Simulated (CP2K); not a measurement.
Worked example: self-consistent single point of Ba2Hg (P1, 3 atoms in the cell) in CP2K.

Level of theory: LDA (Pade form), GPW, DZVP-MOLOPT-SR-GTH basis, GTH-PADE potentials (GTH_POTENTIALS) run with CP2K.

```xyz
3
Lattice="8.2418 0.0000 0.0000 6.0727 5.5722 0.0000 -7.1573 -2.7861 2.9898" Properties=species:S:1:pos:R:3 pbc="T T T"
Ba     5.2846     2.0769    -0.0022
Ba     9.0183     3.5300    -0.0007
Hg     0.0117    -0.0347     0.0029
```

Reference input (self-consistent single point, DFT PBEsol, GPW, DZVP-MOLOPT-SR-GTH basis, GTH-PBE potentials (GTH_POTENTIALS)): CUTOFF = 500 Ry; REL_CUTOFF = 50 Ry; SMEAR/METHOD = FERMI_DIRAC; ELECTRONIC_TEMPERATURE = 1160.45 K; KPOINTS/SCHEME = MONKHORST-PACK 4 4 6; GAMMA_CENTERED = T; XC_FUNCTIONAL = PBE:PBESOL; Ba/BASIS_SET = DZVP-MOLOPT-SR-GTH-q10; Ba/POTENTIAL = GTH-PBE-q10; Hg/BASIS_SET = DZVP-MOLOPT-SR-GTH-q12; Hg/POTENTIAL = GTH-PBE-q12; METHOD = GPW. This run's input differs from it in these lines:

```diff
@@ -44,6 +44,3 @@
     &XC
-      &XC_FUNCTIONAL
-        &PBE
-          PARAMETRIZATION PBESOL
-        &END PBE
+      &XC_FUNCTIONAL PADE
       &END XC_FUNCTIONAL
@@ -79,3 +76,3 @@
       BASIS_SET DZVP-MOLOPT-SR-GTH-q10
-      POTENTIAL GTH-PBE-q10
+      POTENTIAL GTH-PADE-q10
     &END KIND
@@ -83,3 +80,3 @@
       BASIS_SET DZVP-MOLOPT-SR-GTH-q12
-      POTENTIAL GTH-PBE-q12
+      POTENTIAL GTH-PADE-q12
     &END KIND
```

Output (repeated stretches shortened):

```
 SCF WAVEFUNCTION OPTIMIZATION

  Step     Update method      Time    Convergence         Total energy    Change
     1 NoMix/Diag. 0.20E+00      -     1.13349673       -92.7147235651 -9.27E+01
     2 Broy./Diag. 0.20E+00      -     0.03961099       -93.3607619925 -6.46E-01
     3 Broy./Diag. 0.20E+00      -     0.10183669       -92.7419048578  6.19E-01
     4 Broy./Diag. 0.20E+00      -     0.02803796       -92.2478926927  4.94E-01
     5 Broy./Diag. 0.20E+00      -     0.02589215       -92.2317445650  1.61E-02
     6 Broy./Diag. 0.20E+00      -     0.00317615       -92.2991510767 -6.74E-02
   [... 7 lines left out ...]
    14 Broy./Diag. 0.20E+00      -     0.00000204       -92.3264975843 -3.90E-06
    15 Broy./Diag. 0.20E+00      -     0.00000017       -92.3265000370 -2.45E-06
    16 Broy./Diag. 0.20E+00      -     0.00000032       -92.3265023764 -2.34E-06
    17 Broy./Diag. 0.20E+00      -     0.00000003       -92.3265026820 -3.06E-07
  *** SCF run converged in    17 steps ***

  Overlap energy of the core charge distribution:               0.00000000000000
  Self energy of the core charge distribution:               -175.74560516750773
  Core Hamiltonian energy:                                     41.69469948470931
  Hartree energy:                                              54.86317691803775
  Exchange-correlation energy:                                -13.13571908399449
  Electronic entropic energy:                                  -0.00305483312401
  Fermi energy:                                                 0.20835737725734

  Total energy:                                               -92.32650268195829
  Total energy (extrapolated to T->0):                        -92.32497526539629

   [... lines left out ...]

 STRESS| Analytical stress tensor [bar]
 STRESS|                        x                   y                   z
 STRESS|      x       -2.36215124937E+04  -1.74249685109E+03   5.98175056034E+02
 STRESS|      y       -1.74249685109E+03  -1.97826972679E+04   2.36595215605E+02
 STRESS|      z        5.98175056034E+02   2.36595215605E+02  -1.97305504650E+04
 STRESS| 1/3 Trace                                            -2.10449200755E+04
```

The run converged in 17 iterations. Against the reference run the pressure goes from -1.06 to -2.10 GPa and the largest force goes from 0.278 to 0.384 eV/Å.

The starting cell comes from a database of computed structures (which also holds hypothetical and non-ambient phases and stackings), without a prior relaxation at this level. Its atoms were displaced at random from the sites of space group no. 139. Values carry the incompleteness of an atom-centred basis.

Cost on one core of a shared machine: roughly 90 s.
